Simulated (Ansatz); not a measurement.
Total g(r) from a molecular-dynamics run [in the run: mean pressure 1.7 GPa against a target of 0; one k-point, which a denser mesh shifts by 0.4 GPa in pressure and 0.12 eV/Å in forces]. These are PBE (plane waves, PAW; Ansatz, a first-principles code) values and carry that method's errors.

```
r (Å)  g(r)
-----  ----
1.02   0.00
1.14   0.00
1.26   0.00
1.38   0.00
1.50   0.00
1.62   0.00
1.74   0.00
1.86   0.00
1.98   0.00
2.10   0.00
2.22   0.00
2.34   0.04
2.46   0.55
2.58   2.00
2.70   3.61
2.82   3.18
2.94   2.12
3.06   1.96
3.18   2.15
3.30   1.45
3.42   0.50
3.54   0.12
3.66   0.02
3.78   0.00
3.90   0.00
4.02   0.04
4.14   0.20
4.26   0.69
4.38   1.46
4.50   1.76
4.62   1.34
4.74   0.66
```

Problem. Which system gave this curve?
(A) CoSi (B20 type), crystal, 1015 K
(B) AlN (zinc blende; a metastable form), crystal, 313 K, 2.0 GPa
(C) Mo (bcc), crystal, 1424 K
(D) BN (zinc blende), crystal, 1525 K

Solution. C, Mo (bcc), crystal, 1424 K
